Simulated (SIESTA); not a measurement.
Input and output of a self-consistent single point for WSi₂ (I4/mmm, 3 atoms in the cell) (SIESTA).

Method: GGA PBE, numerical atomic orbitals TZP, PseudoDojo PBE standard norm-conserving potentials (rewritten from UPF to PSML) (SIESTA 5.4.2).

The change in words: lattice scaled by 0.98. Reference geometry:
```xyz
3
Lattice="-1.6288 1.6288 3.9729 1.6288 -1.6288 3.9729 1.6288 1.6288 -3.9729" Properties=species:S:1:pos:R:3 pbc="T T T"
Si     0.0000     0.0000     5.2840
Si     0.0000     0.0000     2.6619
W      0.0000     0.0000     0.0000
```

Reference input (self-consistent single point, DFT, GGA PBE, numerical atomic orbitals TZP, PseudoDojo PBE standard norm-conserving potentials (rewritten from UPF to PSML)): XC.functional = GGA; XC.authors = PBE; potentials = PseudoDojo PBE standard; PAO.BasisSize = TZP; PAO.EnergyShift = 0.01 Ry; MeshCutoff = 350 Ry; kgrid.MonkhorstPack = 14 14 14; OccupationFunction = MP; OccupationMPOrder = 0; ElectronicTemperature = 50 meV; MaxSCFIterations = 150; SCF.Mixer.Method = Broyden. This run's input differs from it in these lines:

```diff
@@ -12,5 +12,5 @@
 %block LatticeVectors
-    -1.628754000    1.628754000    3.972942000
-     1.628754000   -1.628754000    3.972942000
-     1.628754000    1.628754000   -3.972942000
+    -1.596179000    1.596179000    3.893483000
+     1.596179000   -1.596179000    3.893483000
+     1.596179000    1.596179000   -3.893483000
 %endblock LatticeVectors
```

Log, with long lists cut:

```
        iscf     Eharris(eV)        E_KS(eV)     FreeEng(eV)     dDmax    Ef(eV) dHmax(eV)
   scf:    1    -2268.412911    -2291.039286    -2291.040284  1.824681 -3.120710 10.672476
   scf:    2    -2294.515418    -2292.920566    -2292.921169  0.060432 -3.374835  7.309651
   scf:    3    -2294.675604    -2294.334937    -2294.335168  0.121407 -3.844846  0.716950
   scf:    4    -2294.352296    -2294.354629    -2294.354882  0.025125 -3.852621  1.077469
   scf:    5    -2294.387937    -2294.376331    -2294.376581  0.022516 -3.918094  0.218694
   [... 8 lines left out ...]
   scf:   14    -2294.378424    -2294.378424    -2294.378669  0.000035 -3.943314  0.000409
   scf:   15    -2294.378424    -2294.378424    -2294.378669  0.000022 -3.943362  0.000295
   scf:   16    -2294.378423    -2294.378424    -2294.378669  0.000014 -3.943393  0.000227
   scf:   17    -2294.378423    -2294.378423    -2294.378669  0.000009 -3.943413  0.000184
SCF Convergence by DM+H criterion
max |DM_out - DM_in|         :     0.0000091238
max |H_out - H_in|      (eV) :     0.0001841824
SCF cycle converged after 17 iterations

Using DM_out to compute the final energy and forces

siesta: E_KS(eV) =            -2294.3784

siesta: E_KS - E_eggbox =     -2294.3784

siesta: Atomic forces (eV/Ang):
     1    0.000202    0.000202    0.126442
     2   -0.000202   -0.000202   -0.126442
     3   -0.000000   -0.000000    0.000000
   Tot    0.000000   -0.000000   -0.000000
   Max    0.126442
   Res    0.059605    sqrt( Sum f_i^2 / 3N )
   Max    0.126442    constrained

Stress tensor Voigt[x,y,z,yz,xz,xy] (kbar):      -82.65      -82.65      -90.99        0.11        0.11       -0.08
(Free)E + p*V (eV/cell)    -2292.2629
Target enthalpy (eV/cell)    -2294.3787

   [... lines left out ...]
siesta: FreeEng =     -2294.378669
   [... lines left out ...]
siesta:    -0.051588   -0.000047    0.000067
siesta:    -0.000047   -0.051588    0.000067
siesta:     0.000067    0.000067   -0.056793

siesta: Cell volume =         39.679068 Ang**3

siesta: Pressure (static):
siesta:                Solid            Molecule  Units
siesta:           0.00058076          0.00055103  Ry/Bohr**3
siesta:           0.05332257          0.05059303  eV/Ang**3
siesta:          85.43218218         81.05897432  kBar
```

The run converged in 17 iterations. Against the reference run the free energy goes up by 8.5 meV/atom, the pressure goes from -4.68 to 8.54 GPa and the largest force goes from 0.034 to 0.126 eV/Å.

The starting cell has typed, rounded lattice constants, without a prior relaxation at this level. Its lattice was rescaled by a random factor within 2.5 % of one. For this run, on top of that: lattice scaled by 0.98. Spin polarisation is off. Values carry the incompleteness of an atom-centred basis. With a pressure of about 9 GPa the cell is away from its equilibrium volume at this level.

Cost on one core of a shared machine: roughly 9 min.
